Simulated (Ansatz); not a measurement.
Electronic density of states of amorphous Hf18O36Cu, density 9.01 g/cm³, on a 2×2×2 Γ-centred mesh with a Gaussian width of 0.1 eV; energies count from the Fermi level, whose place inside the gap is arbitrary. Cell and mesh are small, so fine structure isn't converged. These are PBE, scalar-relativistic without spin-orbit coupling (plane waves to 420 eV, PAW; Ansatz, a first-principles code) values and carry that method's errors. Sampling: a 2×2×2 Γ-centred mesh; Fermi-Dirac width 0.02 eV; collinear spin, started from a total moment of 1 μB (at the end a net moment of 1.0 μB). In the spin-polarised cell the level spacing at the Fermi energy can part levels of unlike spin.

It comes from a melt-quench run on a machine-learned potential (CHGNet), relaxed afterwards by DFT. O atoms were pushed apart under 1.9 Å during the dynamics, to hinder bonds among them. The hot cell started wider than the set density and was brought back towards it in steps. It is the lowest in DFT energy of 2 quenches. It is a model cell: composition and starting density were chosen by hand, and all elements were melted together. No dispersion term was used. Its density started from a set value of 9.01 and ended at 9.01 g/cm³. Cooling (nominally 300 K/ps over its main leg) ran many orders faster than in experiment, which tends to leave more defects and strain. Values belong to this one cell and scatter from quench to quench. The volume was held where the preparation left it, at a PBE pressure of 3.3 GPa. Stress components on the final sampling reach 4.5 GPa. On a 2×2×2 Γ-centred mesh force components of up to 0.19 eV/Å stay, since the relaxation ran on the zone centre alone.

```csv
E - EF (eV),states/(eV atom)
-12.00,0.00
-11.90,0.00
-11.80,0.00
-11.70,0.00
-11.60,0.00
-11.50,0.00
-11.40,0.00
-11.30,0.00
-11.20,0.00
-11.10,0.00
-11.00,0.00
-10.90,0.00
-10.80,0.00
-10.70,0.00
-10.60,0.00
-10.50,0.00
-10.40,0.00
-10.30,0.00
-10.20,0.00
-10.10,0.00
-10.00,0.00
-9.90,0.00
-9.80,0.00
-9.70,0.00
-9.60,0.00
-9.50,0.00
-9.40,0.00
-9.30,0.00
-9.20,0.00
-9.10,0.00
-9.00,0.00
-8.90,0.00
-8.80,0.00
-8.70,0.04
-8.60,0.24
-8.50,0.44
-8.40,0.46
-8.30,0.49
-8.20,0.59
-8.10,0.64
-8.00,0.69
-7.90,0.76
-7.80,0.75
-7.70,0.78
-7.60,0.89
-7.50,0.89
-7.40,0.86
-7.30,0.85
-7.20,0.86
-7.10,0.88
-7.00,0.85
-6.90,0.83
-6.80,0.86
-6.70,0.83
-6.60,0.80
-6.50,0.84
-6.40,0.80
-6.30,0.79
-6.20,0.73
-6.10,0.78
-6.00,0.84
-5.90,0.86
-5.80,0.84
-5.70,0.80
-5.60,0.84
-5.50,0.97
-5.40,0.99
-5.30,0.89
-5.20,0.94
-5.10,0.99
-5.00,0.97
-4.90,0.93
-4.80,0.99
-4.70,0.98
-4.60,0.82
-4.50,0.82
-4.40,0.88
-4.30,0.90
-4.20,0.84
-4.10,0.73
-4.00,0.63
-3.90,0.48
-3.80,0.37
-3.70,0.29
-3.60,0.25
-3.50,0.17
-3.40,0.04
-3.30,0.00
-3.20,0.00
-3.10,0.00
-3.00,0.02
-2.90,0.15
-2.80,0.26
-2.70,0.22
-2.60,0.08
-2.50,0.12
-2.40,0.30
-2.30,0.25
-2.20,0.09
-2.10,0.17
-2.00,0.14
-1.90,0.02
-1.80,0.00
-1.70,0.00
-1.60,0.00
-1.50,0.00
-1.40,0.00
-1.30,0.00
-1.20,0.00
-1.10,0.00
-1.00,0.00
-0.90,0.00
-0.80,0.00
-0.70,0.00
-0.60,0.00
-0.50,0.01
-0.40,0.05
-0.30,0.09
-0.20,0.03
-0.10,0.00
0.00,0.00
0.10,0.00
0.20,0.02
0.30,0.11
0.40,0.20
0.50,0.22
0.60,0.20
0.70,0.28
0.80,0.37
0.90,0.46
1.00,0.51
1.10,0.55
1.20,0.57
1.30,0.59
1.40,0.62
1.50,0.63
1.60,0.66
1.70,0.68
1.80,0.67
1.90,0.65
2.00,0.63
2.10,0.65
2.20,0.69
2.30,0.72
2.40,0.77
2.50,0.77
2.60,0.72
2.70,0.68
2.80,0.68
2.90,0.72
3.00,0.73
3.10,0.73
3.20,0.67
3.30,0.57
3.40,0.49
3.50,0.49
```

The level spacing at the Fermi energy on this mesh is 0.58 eV; the broadening fills part of it in the curve.
